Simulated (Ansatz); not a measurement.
The reference is SnPbO₃ in the cubic perovskite structure (space group Pm-3m, No. 221; a = 4.072 Å; a cell from a computed database, its experimental status unchecked). Axes: x, y, z lie along the cube axes.

One thing is altered: biaxial strain −1.55 %, plane normal [110], relaxed out of plane (Cartesian); in-plane vectors clamped, the third vector and the atoms free.

Levels (all Ansatz, a program for electronic structure, PAW): PBEsol (420 eV, scalar-relativistic without spin-orbit coupling); PBEsol+SOC (420 eV, noncollinear with spin-orbit coupling).

The geometry is relaxed with PBEsol.

```
Quantity                              Value
--------------------------  ---------------
PBEsol band gap                     1.63 eV
PBEsol gap character        indirect, R → Γ
PBEsol smallest direct gap          2.71 eV
```

With PBEsol+SOC at the same geometry, the band gap grows by 0.011 eV (1.63 eV → 1.65 eV); the gap character is still indirect, R → Γ; the smallest direct gap falls by 0.25 eV (2.71 eV → 2.46 eV).

Single points use the geometry relaxed with PBEsol. The spin-orbit shifts are approximate. Spin-orbit coupling, missing from the scalar runs, can matter with Pb. Whether these cells are dynamically stable was not tested. Many cubic perovskites are stable only at high temperature; tilts and polar distortions were not tested. k-point labels follow each cell's own Brillouin zone.
